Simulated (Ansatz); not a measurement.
## ZnS: point defects

Base system: a 16-atom supercell of ZnS in the zinc blende structure (space group F-43m, No. 216) at its relaxed geometry.

```yaml
crystal:
  lattice:
    - [0.00000, 5.44344, 5.44344]
    - [5.44344, 0.00000, 5.44344]
    - [5.44344, 5.44344, 0.00000]
  atoms:
    - { symbol: S, position: [0.37500, 0.37500, 0.37500] }
    - { symbol: S, position: [0.37500, 0.37500, 0.87500] }
    - { symbol: S, position: [0.37500, 0.87500, 0.37500] }
    - { symbol: S, position: [0.37500, 0.87500, 0.87500] }
    - { symbol: S, position: [0.87500, 0.37500, 0.37500] }
    - { symbol: S, position: [0.87500, 0.37500, 0.87500] }
    - { symbol: S, position: [0.87500, 0.87500, 0.37500] }
    - { symbol: S, position: [0.87500, 0.87500, 0.87500] }
    - { symbol: Zn, position: [0.00000, 0.00000, 0.00000] }
    - { symbol: Zn, position: [0.00000, 0.00000, 0.50000] }
    - { symbol: Zn, position: [0.00000, 0.50000, 0.00000] }
    - { symbol: Zn, position: [0.00000, 0.50000, 0.50000] }
    - { symbol: Zn, position: [0.50000, 0.00000, 0.00000] }
    - { symbol: Zn, position: [0.50000, 0.00000, 0.50000] }
    - { symbol: Zn, position: [0.50000, 0.50000, 0.00000] }
    - { symbol: Zn, position: [0.50000, 0.50000, 0.50000] }
```

One neutral defect a cell, atoms relaxed at fixed cell.

Level of theory: PBE, PAW, 420 eV (Ansatz, a program for electronic structure; no SOC).

| variant | largest displacement of a host atom from its site in the perfect cell | pressure |
|---|---|---|
| perfect supercell | – | 0.0 GPa |
| H interstitial (started 2.36 Å from the nearest host atom) | 0.01 Å | 0.6 GPa |
| Se on a S site | 0.07 Å | 1.4 GPa |
| S vacancy | 0.92 Å | -1.0 GPa |
| H interstitial (started 2.22 Å from the nearest host atom) | 0.04 Å | 0.5 GPa |
| Ge on a Zn site | 0.17 Å | 3.4 GPa |

The magnetic state is the one reached from the starting moments; the real material's order can differ, and small cells can't hold many antiferromagnetic ones. In so small a cell the defect repeats every few ångströms: this is an ordered compound, not a dilute defect. A case with no gap was solved on a k-mesh chosen for an insulator, which is coarse for it. Starting moments died away, wholly or in part, for Se on a S site, S vacancy and Ge on a Zn site; another magnetic solution may exist.
